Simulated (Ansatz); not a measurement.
The parent structure is Mo in the bcc (W type) structure (space group Im-3m, No. 229; a = 3.1297 Å). Axes: x, y, z lie along the cube axes.

The values are results of PBEsol (Ansatz, a program for electronic structure), spin-orbit coupling left out, earlier PAW set, not measurements.

It is then changed as follows: a free-standing slab of 6 layers (6 atoms, 1 a layer) is cut normal to [110], with 15 Å of vacuum and the in-plane cell held at bulk.

Question: Predict the new excess energy per area of both faces, change of the spacing d12 from its bulk value of 2.213 Å and change of the spacing d23 from its bulk value of 2.213 Å.

Answer: The excess energy per area of both faces (slab less bulk energy over the cell's area: twice a surface energy) is 6.2 J/m² (uncertain by up to 0.1 J/m²); the change of the spacing d12 from its bulk value of 2.213 Å comes out as -4.7 %; the change of the spacing d23 from its bulk value of 2.213 Å is +0.4 %.

The excess energy carries the mismatch between the slab's and the bulk's meshes. No phonon test of stability was made. All final runs are without spin polarisation.
